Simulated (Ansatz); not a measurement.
Functionals compared on the (100) surface of silicon in its 1x1 cell, relaxed from an ideal cut (the real face may reconstruct), outermost plane spacing 1.37 Å in the ideal cut, in Ansatz (plane waves, PAW). The structure was relaxed with PBE; the other rows are single points on it, each with its references at the same level. Cutoff 420 eV (500 eV for r2SCAN).

Model: 9-atom slab, 10.9 Å thick at the start, 7x7x1 mesh, Fermi-Dirac 0.025 eV, dipole correction, all atoms relaxed; start symmetry kept, larger cells not searched; no spin (no spin-polarised run to compare, though such a face may carry moments), no spin-orbit, no U. The slab shows no gap on its mesh. These notes are the PBE run's.

```json
[
 {"functional": "PBE", "surface energy (J/m²)": "2.15", "work function of the top face (eV)": "5.44", "ionisation potential (eV)": "5.34", "rough cost of the single point": "–"},
 {"functional": "LDA", "surface energy (J/m²)": "2.34", "work function of the top face (eV)": "5.58", "ionisation potential (eV)": "5.45", "rough cost of the single point": "around 14 core-seconds (rough)"},
 {"functional": "PBEsol", "surface energy (J/m²)": "2.28", "work function of the top face (eV)": "5.45", "ionisation potential (eV)": "5.32", "rough cost of the single point": "around 14 core-seconds (rough)"},
 {"functional": "RPBE", "surface energy (J/m²)": "2.05", "work function of the top face (eV)": "5.39", "ionisation potential (eV)": "5.30", "rough cost of the single point": "roughly 16 core-seconds"},
 {"functional": "r2SCAN", "surface energy (J/m²)": "2.40", "work function of the top face (eV)": "5.64", "ionisation potential (eV)": "5.57", "rough cost of the single point": "around 29 core-seconds (rough)"}
]
```

Ansatz is a quantum-chemistry and plane-wave program.
